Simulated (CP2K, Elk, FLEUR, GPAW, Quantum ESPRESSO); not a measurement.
**Code comparison for CeO2 (Fm-3m, 3 atoms in the cell)**

Self-consistent single point, at a second geometry (lattice scaled by 0.98). First geometry:

```xyz
3
Lattice="0.0000 2.7433 2.7433 2.7433 0.0000 2.7433 2.7433 2.7433 0.0000" Properties=species:S:1:pos:R:3 pbc="T T T"
Ce     0.0000     0.0000     0.0000
O      1.3716     1.3716     1.3716
O      4.1149     4.1149     4.1149
```

Shared settings, as Quantum ESPRESSO writes them: occupations = smearing; smearing = fd; degauss = 0.000734986 Ry; K_POINTS = automatic 7 7 7 0 0 0. Potentials and cutoffs stand in the table.

```csv
code,model,ΔF from the first geometry (meV/atom),gap on the mesh (eV),cutoff
GPAW,"PBE, GPAW PAW datasets PBE (gpaw-data 1.0.1)",20.8,2.016,900 eV
CP2K,"PBE, GPW, DZVP-MOLOPT-SR-GTH basis, GTH-PBE potentials (GTH_POTENTIALS)",23.7,2.107,grid 800 Ry
FLEUR,"PBE, all-electron FLAPW (FLEUR), scalar-relativistic valence",20.9,2.088,Kmax 4 1/bohr
Quantum ESPRESSO,"PBE, SSSP 1.1.2 precision (PBE) pseudopotentials",20.4,2.036,65 Ry
Elk,"PBE, all-electron FP-LAPW, Elk's shipped species files, APW+lo basis with extra local orbitals",21.2,2.108,rgkmax 8
```

Gaps are read on the mesh.

On GPAW's run: spin-orbit coupling is off. The f electrons are in the valence without U or exact exchange, which can misplace them near the Fermi level. Spin-orbit terms, which matter for f shells, are left out.

The spread over the programs that give each value: ΔF from the first geometry within 3.3 meV/atom; gap on the mesh within 0.092 eV.

CP2K uses small atom-centred bases, whose incompleteness enters pressures, forces and empty levels differently from a plane-wave cutoff. FLEUR and Elk treat all electrons, but the usual bases taken here (sphere radii, linearisation, local orbitals, empty states) were not tested for convergence, so the values are no reference for the others. 

The starting cell comes from a database of computed structures (which also holds hypothetical and non-ambient phases and stackings), without a prior relaxation at this level. Its lattice was rescaled by a random factor within 2.5 % of one. For this run, on top of that: lattice scaled by 0.98.

Left out of this page: Ansatz (with a known weakness of the program).
